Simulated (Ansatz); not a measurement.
Consider GaAs in the zinc blende structure (space group F-43m, No. 216).

```cif
data_As4Ga4
_chemical_formula_sum 'Ga4 As4'
_space_group_name_H-M_alt 'F-43m'
_space_group_IT_number 216
_space_group_name_Hall 'F -4 2 3'
_cell_length_a 5.65895
_cell_length_b 5.65895
_cell_length_c 5.65895
_cell_angle_alpha 90.000
_cell_angle_beta 90.000
_cell_angle_gamma 90.000
loop_
_atom_site_label
_atom_site_type_symbol
_atom_site_symmetry_multiplicity
_atom_site_Wyckoff_symbol
_atom_site_fract_x
_atom_site_fract_y
_atom_site_fract_z
_atom_site_occupancy
Ga1 Ga 4 a 0.00000 0.00000 0.00000 1
As1 As 4 d 0.75000 0.75000 0.75000 1
```
(The calculation used a cell of 2 atoms; values per cell refer to that cell.)

Method: plane-wave PAW DFT at the PBEsol level (Ansatz, a first-principles code, 420 eV), scalar-relativistic without spin-orbit coupling.

Base values:

```
Quantity                             Value
-----------------------------  -----------
Band gap                           0.42 eV
Pressure                          0.00 GPa
Width of the top valence band      3.36 eV
Gap character                  direct at Γ
```

Modification: an isotropic linear strain of +0.50 %, atoms relaxed at fixed cell.

### Question
How does this affect the band gap, pressure, energy relative to the base, width of the top valence band and gap character?

### Answer
The band gap falls by 0.11 eV, from 0.42 eV to 0.31 eV; the pressure goes from zero to -0.99 GPa; the energy increases by 1.1 meV/atom; the width of the top valence band decreases by 0.07 eV (3.36 eV → 3.29 eV); the gap character remains direct at Γ.

Stability against distortions was not tested.
